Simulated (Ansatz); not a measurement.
The starting structures come from a database of crystals and need not be the phases stable at ambient conditions.

Given:

```
CELL_PARAMETERS angstrom
      5.39035     0.00000     0.00000
      0.00000     7.27394     0.00000
      0.00000     0.00000     5.18839
ATOMIC_POSITIONS crystal
  Rh 0.96927 0.89354 0.74967
  Rh 0.03073 0.10646 0.25033
  Rh 0.46927 0.60646 0.75033
  Rh 0.53073 0.39354 0.24967
  Rh 0.03073 0.39354 0.75033
  Rh 0.96927 0.60646 0.24967
  Rh 0.53073 0.10646 0.74967
  Rh 0.46927 0.89354 0.25033
  O  0.75000 0.00000 0.05102
  O  0.25000 0.00000 0.94898
  O  0.25000 0.50000 0.44898
  O  0.75000 0.50000 0.55102
  O  0.88752 0.15129 0.60644
  O  0.11248 0.84871 0.39356
  O  0.38752 0.34871 0.89356
  O  0.61248 0.65129 0.10644
  O  0.11248 0.65129 0.89356
  O  0.88752 0.34871 0.10644
  O  0.61248 0.84871 0.60644
  O  0.38752 0.15129 0.39356
```

Space group of this cell: Pbcn. The cell is taken as given; by r2SCAN its mean pressure is -0.7 GPa.

Transport runs along the normal of the first two printed cell vectors.

No gap correction and no spin-orbit coupling; mid-gap values are interpolated between computed energies.

Problem. Compute, with r2SCAN run with Ansatz (a first-principles code), the band gap and the smallest decay constant κ at mid-gap.

Solution. Gap 0.96 eV on a 6×4×6 mesh; κ = 0.267 1/Å, at the zone centre.
